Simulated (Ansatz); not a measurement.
Functionals compared on CO on the 1x1 (111) surface of fcc Rh, one in a 2x2 cell, started at the site 'hollow Rh-Rh-Rh over Rh at depth 4.4 Å', in Ansatz (plane waves, PAW). The structure was relaxed with PBE; the other rows are single points on it, each with its references at the same level. Cutoff 420 eV (500 eV for r2SCAN).

Slab: 18 atoms, 6.5 Å thick at the start under the adsorbate (thin: gaps and levels are the slab's own); k 6x6x1, smearing 0.1 eV, dipole-corrected; 8 atoms held, the rest relaxed; symmetry of the start imposed; no spin, no spin-orbit, no U, no dispersion correction. At the end it is bonded to 3 Rh. In PBE this state lies 0.09 eV over the lowest of the starts that converged ('hollow Rh-Rh-Rh over Rh at depth 2.2 Å'). These notes are the PBE run's. Adsorption energies are against CO(g). A negative adsorption energy means that the adsorbate is more stable on the surface than in its reference.

```json
[
 {"functional": "PBE", "adsorption energy (eV)": "-1.81", "work function of the top face (eV)": "6.23", "change of the work function (eV)": "1.08", "rough cost of the single point": "–"},
 {"functional": "RPBE", "adsorption energy (eV)": "-1.44", "work function of the top face (eV)": "6.09", "change of the work function (eV)": "1.12", "rough cost of the single point": "very roughly 60 core-seconds"},
 {"functional": "r2SCAN", "adsorption energy (eV)": "___", "work function of the top face (eV)": "___", "change of the work function (eV)": "___", "rough cost of the single point": "very roughly 2.0 core-minutes"}
]
```

Task: What belongs in the gaps?

Result: 
- r2SCAN, adsorption energy (eV): -1.93
- r2SCAN, work function of the top face (eV): 6.33
- r2SCAN, change of the work function (eV): 1.20

Ansatz is a quantum-chemistry and plane-wave program.
